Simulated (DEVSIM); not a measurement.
Structure: illuminated Si n-on-p cell, one wavelength, at 400 K.

```csv
layer (left to right),material,thickness (μm),Nd (cm⁻³),Na (cm⁻³),τn (s),τp (s),absorption coefficient (cm⁻¹)
1,Si,0.320,6e18,-,3e-7,9.7e-7,46000
2,Si,50.0,-,2.4e16,2.7e-5,2.7e-5,46000
```

Left contact: ohmic, minority hole recombination velocity 6000 cm/s. Right contact: ohmic, minority electron recombination velocity 100 cm/s. Voltage is applied to the left contact. Recombination: SRH at mid-gap, radiative. Light enters at the left, 1.5e18 photons cm⁻² s⁻¹, one pass, no reflection. Mobility is constant in doping.

Constants are typed, rounded textbook-type inputs, not results; the design itself was drawn at random and stands for no fabricated device. Values at 300 K; Nc and Nv go as T^1.5, mobilities as T to minus their exponent, the gap by Varshni's rule with the affinity fixed.

```tsv
parameter	Si
gap (eV)	1.124
affinity (eV)	4.05
permittivity	11.7
Nc (cm⁻³)	2.86e19
Nv (cm⁻³)	3.1e19
μn (cm²/Vs)	1417
μp (cm²/Vs)	470
T exponent of μn	2.3
T exponent of μp	2.2
B (cm³/s)	4.7e-15
Varshni α (eV/K)	0.000473
Varshni β (K)	636
```

DEVSIM, 1D drift-diffusion, Boltzmann statistics, complete ionisation; no tunnelling, impact ionisation, image-force lowering or self-heating.

**Question.** Tabulate band edges, carrier densities and field at zero bias, in the dark.

**Answer.** Energies count from the Fermi level of the right contact; mesh points crowd at the junctions.

| x (μm) | Ec (eV) | Ev (eV) | n (cm⁻³) | p (cm⁻³) | field (V/cm) |
|---|---|---|---|---|---|
| 0.000 | 0.069 | -1.028 | 6.0e18 | 5400000 | ≈ 0 |
| 0.02832 | 0.069 | -1.028 | 6.0e18 | 5400000 | ≈ 0 |
| 0.08101 | 0.069 | -1.028 | 6.0e18 | 5400000 | ≈ 0 |
| 0.1843 | 0.069 | -1.028 | 6.0e18 | 5400000 | ≈ 0 |
| 0.2816 | 0.069 | -1.028 | 6.0e18 | 5400000 | ≈ 0 |
| 0.3150 | 0.073 | -1.024 | 5.4e18 | 6000000 | 20000 |
| 0.3385 | 0.267 | -0.829 | 1.9e16 | 1.7e9 | 65000 |
| 0.4239 | 0.669 | -0.427 | 1.6e11 | 2.0e14 | 31000 |
| 0.5735 | 0.832 | -0.264 | 1.4e9 | 2.2e16 | 860 |
| 0.9234 | 0.835 | -0.262 | 1.3e9 | 2.4e16 | ≈ 0 |
| 1.714 | 0.835 | -0.262 | 1.3e9 | 2.4e16 | ≈ 0 |
| 4.391 | 0.835 | -0.262 | 1.3e9 | 2.4e16 | ≈ 0 |
| 9.184 | 0.835 | -0.262 | 1.3e9 | 2.4e16 | ≈ 0 |
| 20.39 | 0.835 | -0.262 | 1.3e9 | 2.4e16 | ≈ 0 |
| 39.27 | 0.835 | -0.262 | 1.3e9 | 2.4e16 | ≈ 0 |
| 45.45 | 0.835 | -0.262 | 1.3e9 | 2.4e16 | ≈ 0 |
| 48.18 | 0.835 | -0.262 | 1.3e9 | 2.4e16 | ≈ 0 |
| 49.35 | 0.835 | -0.262 | 1.3e9 | 2.4e16 | ≈ 0 |
| 50.00 | 0.835 | -0.262 | 1.3e9 | 2.4e16 | ≈ 0 |
| 50.19 | 0.835 | -0.262 | 1.3e9 | 2.4e16 | ≈ 0 |
| 50.28 | 0.835 | -0.262 | 1.3e9 | 2.4e16 | ≈ 0 |
| 50.32 | 0.835 | -0.262 | 1.3e9 | 2.4e16 | ≈ 0 |
